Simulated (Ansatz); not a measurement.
Levels about the gap of amorphous Ga₂₄O₃₉W (64 atoms in a cell of 803 Å³, 5.13 g/cm³; zone centre alone, so wide bands show as single levels with stretches between that a denser mesh fills), at the geometry that PBE relaxed, where it gives -1.0 GPa on a denser mesh. The participation number counts the atoms over which a state spreads; weights are charges in smoothed Voronoi cells. The levels come from a single point, so bond lengths are those of that geometry. Method of the levels: PBE, scalar-relativistic without spin-orbit coupling (Ansatz, a program for electronic structure). Sampling: the zone centre alone; Fermi-Dirac width 0.02 eV; no spin polarisation. At PBE the levels at the filled edge of the gap are localised (band-tail or defect states), and the nearest spread-out levels lie 2.0 eV apart at the zone centre.

It comes from a melt-quench run on a machine-learned potential (CHGNet), relaxed afterwards by DFT. O atoms were pushed apart under 1.9 Å during the dynamics, to hinder bonds among them. The hot cell started wider than the set density and was brought back towards it in steps. It is the lowest in DFT energy of 2 quenches. It is a model cell: composition and starting density were chosen by hand, and all elements were melted together. No dispersion term was used. Its density started from a set value of 5.13 and ended at 5.13 g/cm³. Cooling (nominally 330 K/ps over its main leg) ran many orders faster than in experiment, which tends to leave more defects and strain. Values belong to this one cell and scatter from quench to quench. The volume was held where the preparation left it and the shape relaxed, at a PBE pressure of -1.0 GPa (tension). Stress components on the final sampling reach 1.1 GPa.

```csv
"E - E(highest filled), eV",filling,participation number,largest on,weight O,weight W,weight Ga
-0.49,filled,20.3,"O, 2 neighbours",0.94,0.00,0.05
-0.45,filled,9.9,"O, 3 neighbours",0.95,0.00,0.05
-0.42,filled,18.6,"O, 3 neighbours",0.95,0.00,0.05
-0.36,filled,13.5,"O, 3 neighbours",0.94,0.00,0.05
-0.30,filled,14.0,"O, 3 neighbours",0.95,0.00,0.05
-0.03,filled,3.6,"O, 2 neighbours",0.95,0.00,0.05
0.00,filled,4.0,"O, 2 neighbours",0.95,0.00,0.05
1.68,empty,58.6,"Ga, 4 neighbours",0.53,0.01,0.46
3.10,empty,4.1,"W, 6 neighbours",0.42,0.47,0.12
3.38,empty,3.5,"W, 6 neighbours",0.43,0.51,0.07
3.59,empty,3.5,"W, 6 neighbours",0.43,0.50,0.07
4.12,empty,35.5,"W, 6 neighbours",0.54,0.07,0.39
4.25,empty,34.4,"W, 6 neighbours",0.54,0.07,0.39
4.37,empty,35.6,"Ga, 4 neighbours",0.57,0.01,0.42
```

Most localised among these is the empty level at +3.59 eV, on a W atom, which has 6 neighbours (O 1.84 Å, O 1.84 Å, O 1.85 Å, O 1.99 Å, O 2.09 Å, O 2.17 Å).
